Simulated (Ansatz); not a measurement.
System: AuAl (P2₁/m, No. 11, 8 atoms in the cell; start mp-1399). Method: PBEsol (PAW; Ansatz, a program for electronic structure).

Run with plane-wave cutoff 520 eV, 10×16×10 k mesh (along the axes of the cell as run), Fermi–Dirac smearing 0.05 eV, scalar-relativistic PAW data made under PBE.

Cell (relaxed at this level):

```yaml
crystal:
  lattice:
    - [6.30836, 0.00000, -0.06073]
    - [0.00000, 3.38206, 0.00000]
    - [-0.22785, 0.00000, 6.34990]
  atoms:
    - { symbol: Al, position: [0.54972, 0.75000, 0.82129] }
    - { symbol: Al, position: [0.45028, 0.25000, 0.17871] }
    - { symbol: Al, position: [0.91901, 0.75000, 0.31956] }
    - { symbol: Al, position: [0.08099, 0.25000, 0.68044] }
    - { symbol: Au, position: [0.31003, 0.75000, 0.47590] }
    - { symbol: Au, position: [0.68997, 0.25000, 0.52410] }
    - { symbol: Au, position: [0.18601, 0.75000, 0.00419] }
    - { symbol: Au, position: [0.81399, 0.25000, 0.99581] }
```

### Question
Give the computed bulk modulus B0.

### Answer

- bulk modulus B0 = 104 GPa

The run finds no gap.

Note: the bulk modulus is −V dP/dV from two relaxed cells at ±2 % in volume; the relaxation could not lower the start's symmetry, so the cell can be a saddle point above a distorted one.

Spin–orbit coupling is not included; it can shift volumes and moduli of such heavy elements.

Static lattice: no zero-point or thermal effects.

Cost on a shared machine: about 28 core-minutes (a rough figure).

A start named mp-… is a Materials Project structure, which need not be a measured phase.
